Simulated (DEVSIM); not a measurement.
System: Ru/HfO2/p-GaSb capacitor, at 400 K.

```csv
layer (left to right),material,thickness (nm),Na (cm⁻³)
1,HfO2,2.80,-
2,GaSb,720,7e17
```

Metal gate on the left, work function 4.7 eV. Fixed charge at the semiconductor interface 1.1e10 cm⁻² (in units of +e); interface traps 1.5e11 cm⁻² eV⁻¹, uniform in energy, neutral level at 0.7 of the gap above the valence band.

Constants are typed, rounded textbook-type inputs, not results; the design itself was drawn at random and stands for no fabricated device. Values at 300 K; Nc and Nv go as T^1.5, mobilities as T to minus their exponent, the gap by Varshni's rule with the affinity fixed.

| parameter | HfO2 | GaSb |
|---|---|---|
| gap (eV) | 5.7 | 0.726 |
| affinity (eV) | 2.5 | 4.06 |
| permittivity | 22 | 15.7 |
| Nc (cm⁻³) | - | 2.1e17 |
| Nv (cm⁻³) | - | 1.8e19 |
| Varshni α (eV/K) | - | 0.00042 |
| Varshni β (K) | - | 140 |

Model (solved in DEVSIM): 1D Poisson equation in equilibrium, Boltzmann statistics, complete ionisation; no quantum confinement or tunnelling. Metal contacts follow the ideal Schottky-Mott rule: no Fermi-level pinning, no interface dipoles.

Problem. Tabulate band edges, carrier densities and field at 0.4 V on the gate.

Solution. Energies count from the Fermi level of the right contact; mesh points crowd at the junctions.

```csv
x (μm),Ec (eV),Ev (eV),n (cm⁻³),p (cm⁻³),field (V/cm)
0.000,1.800,-3.900,< 1e2,< 1e2,140000
0.0007510,1.811,-3.889,< 1e2,< 1e2,140000
0.001493,1.821,-3.879,< 1e2,< 1e2,140000
0.002291,1.832,-3.868,< 1e2,< 1e2,140000
0.003268,0.289,-0.399,7.5e13,2.6e14,200000
0.004634,0.315,-0.373,3.5e13,5.6e14,180000
0.007144,0.358,-0.329,9.8e12,2.0e15,160000
0.01362,0.448,-0.239,7.3e11,2.7e16,110000
0.02365,0.526,-0.162,7.7e10,2.5e17,46000
0.04207,0.558,-0.129,3.0e10,6.5e17,3700
0.07346,0.561,-0.127,2.8e10,7.0e17,32
0.1632,0.561,-0.127,2.8e10,7.0e17,≈ 0
0.2887,0.561,-0.127,2.8e10,7.0e17,≈ 0
0.4749,0.561,-0.127,2.8e10,7.0e17,≈ 0
0.6133,0.561,-0.127,2.8e10,7.0e17,≈ 0
0.6616,0.561,-0.127,2.8e10,7.0e17,≈ 0
0.6900,0.561,-0.127,2.8e10,7.0e17,≈ 0
0.7055,0.561,-0.127,2.8e10,7.0e17,≈ 0
0.7155,0.561,-0.127,2.8e10,7.0e17,≈ 0
0.7193,0.561,-0.127,2.8e10,7.0e17,≈ 0
0.7214,0.561,-0.127,2.8e10,7.0e17,≈ 0
0.7228,0.561,-0.127,2.8e10,7.0e17,≈ 0
```
